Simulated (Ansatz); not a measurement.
Functionals compared on a constructed model of the (100) surface of fcc Pt, a pseudomorphic layer of Au in the host's stacking (bottom of the slab: a bare face, its two planes held), in Ansatz (plane waves, PAW). The structure was relaxed with PBE; the other rows are single points on it. Cutoff 420 eV (500 eV for r2SCAN).

Model: 7-atom slab, 12.0 Å thick at the start, 13x13x1 mesh, Fermi-Dirac 0.1 eV, dipole correction, 2 atoms held, the rest relaxed; start symmetry kept, larger cells not searched; no spin, no spin-orbit, no U. It is one candidate, not shown to be the stable structure of the face. These notes are the PBE run's.

```csv
functional,work function of the top face (eV),rough cost of the single point
PBE,5.26,–
RPBE,[?],around 26 core-seconds (rough)
r2SCAN,5.28,around 50 core-seconds (rough)
```

Q: Fill in the missing entries.

A: 
- RPBE, work function of the top face (eV): 5.07

Ansatz is a first-principles code.
